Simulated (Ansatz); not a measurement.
# Bader charge of Si (e) in related cells

Cell A: Si (diamond, Fd-3m), 2 atoms in the cell, k-point mesh 10×10×10 on the run's own vectors. Conventional cell: a = b = c = 5.470 Å, α = β = γ = 90.00°.

Cell B: Mg2Si (Fm-3m), 3 atoms in the cell, k-point mesh 10×10×10 on the run's own vectors. Conventional cell: a = b = c = 6.3648 Å, α = β = γ = 90.00°.

All numbers come from Ansatz (a first-principles code), plane waves with PAW, its default PAW set, cutoff 420 eV. The structures are at rest with PBE. Neutral cells; Fermi-Dirac smearing of at most 0.05 eV in the solids, energies taken to zero width. A dispersion term ran beside these levels; it doesn't touch the electrons. Electrons of density maxima off the nuclei are shared among the atoms. Mean over the atoms, with the range where they differ; positive means electrons lost.

```
system    PBE
------  -----
A        0.00
B       -2.96
```

With PBE the value of A exceeds that of B by 2.96 e.
